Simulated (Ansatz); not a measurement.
Functionals compared on CO on the 1x1 (10-10) surface of wurtzite AlN (cut with top plane Al + N), one in a 2x1 cell, started at the site 'top N', in Ansatz (plane waves, PAW). The structure was relaxed with PBE; the other rows are single points on it, each with its references at the same level. Cutoff 420 eV (500 eV for r2SCAN). HSE06 used the coarser mesh 3x3x1.

Host crystal: wurtzite AlN, with a band gap (PBE, scalar-relativistic without spin-orbit coupling).

Set-up: 34 atoms, 8.9 Å thick at the start under the adsorbate (thin: gaps and levels are the slab's own); mesh 3x4x1; 0.01 eV smearing; dipole correction on; 16 atoms held, the rest relaxed; start symmetry kept, larger cells not searched; no spin, no spin-orbit, no U, no dispersion correction. At the end it is bonded to Al. In PBE it is, or lies within 0.03 eV of, the lowest of the starts that converged. These notes are the PBE run's. Adsorption energies are against CO(g). A negative adsorption energy means that the adsorbate is more stable on the surface than in its reference.

```csv
functional,adsorption energy (eV),rough cost of the single point
PBE,-0.72,–
RPBE,-0.50,very roughly 40 core-seconds
r2SCAN,?,around 80 core-seconds (rough)
HSE06,-0.58,roughly 13 core-minutes
```

**Question.** Complete the blanks.

**Answer.** 
- r2SCAN, adsorption energy (eV): -0.76

Ansatz is a program for electronic structure.
